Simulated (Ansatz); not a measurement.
Results of PBE (Ansatz, an electronic-structure program, PAW) for C11b MoSi2.

Settings: plane-wave cutoff 520 eV, 24×24×24 k mesh, Fermi–Dirac smearing 0.05 eV, no spin polarisation, scalar-relativistic PAW data made under PBE.

Shape and atoms are relaxed at each volume.

Pressure at four volumes; x = ln(V/13.579 Å³). One pressure is withheld.

```
V (Å³/atom)        x  P (GPa)
-----------  -------  -------
13.036       -0.0408     9.12
13.579        0.0000     0.00
13.851        0.0198    -3.87
14.122        0.0392        ?
```

Question: Pass a parabola P(x) through the three rows shown, estimate the bulk modulus and its pressure derivative near zero pressure, and predict the withheld pressure.

Answer: Slopes between the rows: (0.00 − (9.12))/(0.0000 − (-0.0408)) = -223.53 and (-3.87 − (0.00))/(0.0198 − (0.0000)) = -195.45 GPa. Their difference over the span 0.0606 is c = 28.08/0.0606 = 463.4 GPa, so P(x) = 9.12 + (-223.53)(x − (-0.0408)) + 463.4 (x − (-0.0408))(x − (0.0000)). At the middle row B = −dP/dx = −[-223.53 + 463.4 × 0.0408] = 204.6 GPa, and B′ = dB/dP = 2c/B = 4.5. At x = 0.0392 the parabola gives -7.31 GPa; the run gives -7.33 GPa. The Birch–Murnaghan fit to the energies at all volumes has B0 = 204 GPa and B′ = 4.5.

Measured, for comparison: bulk modulus 222 ± 2 GPa (room temperature, not corrected to a static lattice, B' = 4; as tabulated in Structural stability of MoSi2 and Mo5Si3 under high pressure, Chin. Phys. B 26 …). Computed less measured: bulk modulus -8 %.
